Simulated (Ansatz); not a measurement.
Base system: PdGe in the rock salt structure (space group Fm-3m, No. 225; a = 5.128 Å; a hypothetical phase, not in the database extracts checked). Axes: x, y, z lie along the cube axes.

Structures relaxed with DFT with PBEsol, PAW potentials and a 420 eV plane-wave cutoff in Ansatz (an electronic-structure program), no SOC.

Base:

Simulated powder pattern, Cu Kα, λ = 1.54184 Å (kinematic, ideal powder, no thermal factors, no anomalous dispersion; the 10 strongest lines at most, above 2 %, up to 2θ = 90°):

```csv
2θ (°),I/Imax (%),hkl
30.18,7.1,(111)
34.99,100,(200)
50.33,69,(220)
59.81,2.4,(311)
62.77,23,(222)
73.93,10,(400)
84.49,30,(420)
```

Now apply this change: uniaxial stress, 2 GPa tension along z, with the cell and atoms free to relax against it.

Q: Where do the lines fall after the change?

A: 
Simulated powder pattern, Cu Kα, λ = 1.54184 Å (kinematic, ideal powder, no thermal factors, no anomalous dispersion; the 10 strongest lines at most, above 2 %, up to 2θ = 90°):

| 2θ (°) | I/Imax (%) | hkl |
|---|---|---|
| 30.12 | 11 | (111) |
| 34.39 | 53 | (002) |
| 35.19 | 100 | (200) |
| 50.02 | 71 | (202) |
| 50.61 | 34 | (220) |
| 62.62 | 35 | (222) |
| 74.39 | 10 | (400) |
| 83.21 | 16 | (204) |
| 84.58 | 15 | (402) |
| 85.04 | 15 | (420) |

The indices refer to the base's conventional cell; one index is shown for lines that coincide. The space group is now I4/mmm (No. 139).

Load acts through the strain it causes; cell and atoms are relaxed under it. Beyond what the load breaks, stability against distortions was not tested. All final runs are without spin polarisation.
